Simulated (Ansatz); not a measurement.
```
CELL_PARAMETERS angstrom
      4.91497     0.00000     0.00000
     -2.45748     4.25649     0.00000
      0.00000     0.00000     5.43130
ATOMIC_POSITIONS crystal
  Si 0.46891 0.00000 0.00000
  Si 0.00000 0.46891 0.33333
  Si 0.53109 0.53109 0.66667
  O  0.58661 0.85583 0.78489
  O  0.14417 0.73078 0.11822
  O  0.26922 0.41339 0.45156
  O  0.73078 0.14417 0.21511
  O  0.41339 0.26922 0.88178
  O  0.85583 0.58661 0.54844
```

Space group of this cell: P3_121. The cell is taken as given.

Calculation: r2SCAN (plane waves, PAW; Ansatz, an electronic-structure program).

The current runs along the normal of the first two printed vectors; no spin-orbit coupling. Scaled by the factor s: the length along the current (ions clamped). Meshes 12×12×6 and 12×12 across the current in all rows.

| s | mean pressure (GPa) | band gap (eV) |
|---|---|---|
| 0.97 | 6.6 | 6.79 |
| 1.00 | 0.0 | 6.60 |
| 1.03 | -5.7 | ? |

Task: Take the slope of the band gap against ln s from the two given rows, extrapolate to s = 1.03, and say what the run there gives.

Result: Slope = (6.79 − 6.60) / ln 0.97 = -6.24 eV. The line gives 6.60 + (-6.24) × ln 1.03 = 6.42 eV. The run gives 6.38 eV, 0.04 eV under the line, 19 % of the predicted step.
